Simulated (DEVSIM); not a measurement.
# illuminated Si n-on-p cell, one wavelength, with a back-surface field

System: illuminated Si n-on-p cell, one wavelength, with a back-surface field, at 250 K.

| layer (left to right) | material | thickness (μm) | Nd (cm⁻³) | Na (cm⁻³) | τn (s) | τp (s) | absorption coefficient (cm⁻¹) |
|---|---|---|---|---|---|---|---|
| 1 | Si | 0.0780 | 1.6e18 | - | 4.3e-6 | 2.6e-6 | 1600 |
| 2 | Si | 63.0 | - | 1.1e16 | 2.7e-5 | 2.7e-5 | 1600 |
| 3 | Si | 1.00 | - | 3.2e18 | 2.7e-5 | 2.7e-5 | 1600 |

Left contact: ohmic, minority hole recombination velocity 1e5 cm/s. Right contact: ohmic, minority electron recombination velocity 40000 cm/s. Voltage is applied to the left contact. Recombination: SRH at mid-gap, radiative, Auger. Gap narrowing is on: ΔEg = 6.92 meV × (l + √(l² + 0.5)), l = ln(N/1.3e17 cm⁻³), shared equally by both band edges. Light enters at the left, 1.7e17 photons cm⁻² s⁻¹, one pass, no reflection. Mobility is constant in doping.

Constants are typed, rounded textbook-type inputs, not results; the design itself was drawn at random and stands for no fabricated device. Values at 300 K; Nc and Nv go as T^1.5, mobilities as T to minus their exponent, the gap by Varshni's rule with the affinity fixed.

```
parameter               Si
----------------  --------
gap (eV)             1.124
affinity (eV)         4.05
permittivity          11.7
Nc (cm⁻³)          2.86e19
Nv (cm⁻³)           3.1e19
μn (cm²/Vs)           1417
μp (cm²/Vs)            470
T exponent of μn       2.3
T exponent of μp       2.2
B (cm³/s)          4.7e-15
Cn (cm⁶/s)         2.8e-31
Cp (cm⁶/s)         9.9e-32
Varshni α (eV/K)  0.000473
Varshni β (K)          636
```

Simulated with DEVSIM: 1D drift-diffusion, Boltzmann statistics, complete ionisation; no tunnelling, impact ionisation, image-force lowering or self-heating.

```json
{
 "potential_step_across_the_device_at_zero_bias": "0.997 V",
 "Dark forward voltage at 1 A/cm²": "0.767 V",
 "Dark forward voltage at 100 A/cm²": "0.906 V",
 "short_circuit_current": "26.9 mA/cm²",
 "open_circuit_voltage": "0.685 V",
 "fill_factor": "0.86",
 "largest_power": "15.9 mW/cm²",
 "share_of_generated_pairs_collected_at_short_circuit": "0.986"
}
```

Current under light (generator sign):

```tsv
V (V)	J (mA/cm²)
0.00	26.9
0.10	26.9
0.20	26.9
0.32	26.9
0.42	26.9
0.54	26.8
0.56	26.8
0.58	26.7
0.60	26.3
0.62	25.5
0.64	23.5
0.66	18.4
0.68	5.42
0.70	-27.1
```

Dark forward current:

(V (V), J (A/cm²)): (-0.05, -1.1e-12); (-0.10, -4.7e-12); (-0.15, -1.7e-11); (-0.20, -5.9e-11); (-0.25, -2.3e-10); (-0.30, -1.1e-9); (-0.35, -6.9e-9); (-0.40, -5.6e-8); (-0.45, -5.2e-7); (-0.50, -5.1e-6); (-0.55, -5.2e-5); (-0.60, -0.00052); (-0.65, -0.0053); (-0.70, -0.054); (-0.75, -0.51); (-0.80, -3.8); (-0.85, -21); (-0.90, -88); (-0.95, -280); (-1.00, -670); (-1.05, -1300); (-1.10, -2300)
